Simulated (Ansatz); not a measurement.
What pressure 1.5 GPa does to Mg2NbN3

Base system: Mg₂NbN₃ (space group C2/c, No. 15; a = 9.450 Å, b = 6.146 Å, c = 5.685 Å, α = γ = 90.00°, β = 117.62°; a cell from a computed database, its experimental status unchecked).

Now apply this change: a hydrostatic pressure of 1.5 GPa.

All numbers come from plane-wave PAW DFT at the PBEsol level (Ansatz, a first-principles code, 420 eV), no spin-orbit coupling. Settings: 6×6×5 k-points, 0.05 eV Fermi–Dirac smearing.

The density increases by 0.04 g/cm³ (4.17 g/cm³ → 4.21 g/cm³) and the shortest interatomic distance drops by 0.003 Å, from 1.915 Å to 1.912 Å. The enthalpy H = E + PV relative to the base's energy is +0.11 eV/atom and the band gap stays 1.33 eV. The gap character stays indirect, Γ → Γ–M₂ (67 % along) and the smallest direct gap stays 1.98 eV. The width of the top valence band stays 0.99 eV and the valence-band top at Γ (three highest levels, from the VBM) goes from 0.00, -0.44, -0.64 eV to 0.00, -0.45, -0.65 eV.

Cost of the whole job for the changed cell (relaxation, final SCF and bands): about 2.4 core-minutes (a rough figure).

Load acts through the strain it causes; cell and atoms are relaxed under it. Stability against distortions was not tested.
